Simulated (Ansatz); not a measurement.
Cost and result by functional for the surface energy of the (21-30) surface of hcp Ti in its 1x1 cell, outermost plane spacing 0.32 Å in the ideal cut, in Ansatz (plane waves, PAW). Single points on the PBE structure, on one kind of machine; costs are rough ratios of the slab run's core time (references not counted) to the cheapest single point. r2SCAN's cost holds its higher cutoff (500 against 420 eV). Differences are taken against r2SCAN for comparison alone: no measured value is at hand, so the table doesn't rank accuracy.

Model: 22-atom slab, 9.9 Å thick at the start (thin: gaps and levels are the slab's own), 8x5x1 mesh, Fermi-Dirac 0.1 eV, dipole correction, all atoms relaxed; start symmetry kept, larger cells not searched; no spin, no spin-orbit, no U. These notes are the PBE run's.

```csv
functional,relative cost,surface energy (J/m²),less r2SCAN (J/m²)
LDA,1,2.28,0.11
PBEsol,1,2.20,0.03
RPBE,1,1.85,-0.32
r2SCAN,2,2.17,0.00
PBE (the relaxed run's value),–,2.00,-0.16
```

The values span 0.43 J/m², while the single points' costs differ by a factor of roughly 2. Differences are of unrounded values.

Ansatz is a program for electronic structure.
